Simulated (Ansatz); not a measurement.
Base system: BeTe in the zinc blende structure (space group F-43m, No. 216; a = 5.657 Å).

Modification: cell and atoms relaxed at a pressure of 3 GPa.

Levels (all Ansatz, a first-principles code, PAW): r2SCAN (500 eV, no SOC); HSE06+SOC (420 eV, spin-orbit coupling included).

The geometry is relaxed with r2SCAN.

- r2SCAN valence-band top at Γ = 0.00, 0.00, 0.00 eV
- r2SCAN band gap = 2.26 eV

Question: How does going to HSE06+SOC change the valence-band top at Γ and band gap?

Answer: The valence-band top at Γ (three highest Kramers pairs, from the VBM) goes from 0.00, 0.00, 0.00 eV to 0.00, 0.00, -1.02 eV; the band gap stays 2.26 eV. The threefold valence maximum splits by Δso ≈ 1.02 eV.

Single points use the geometry relaxed with r2SCAN. Their cutoffs differ, which shifts pressures a little. HSE06 was sampled on its mesh, a few special points and the semilocal edge points, so its gap is an upper bound. Differences between runs with and without spin-orbit coupling are approximate. Spin-orbit coupling, missing from the scalar runs, can matter with Te. Load acts through the strain it causes; cell and atoms are relaxed under it. No phonon test of stability was made.
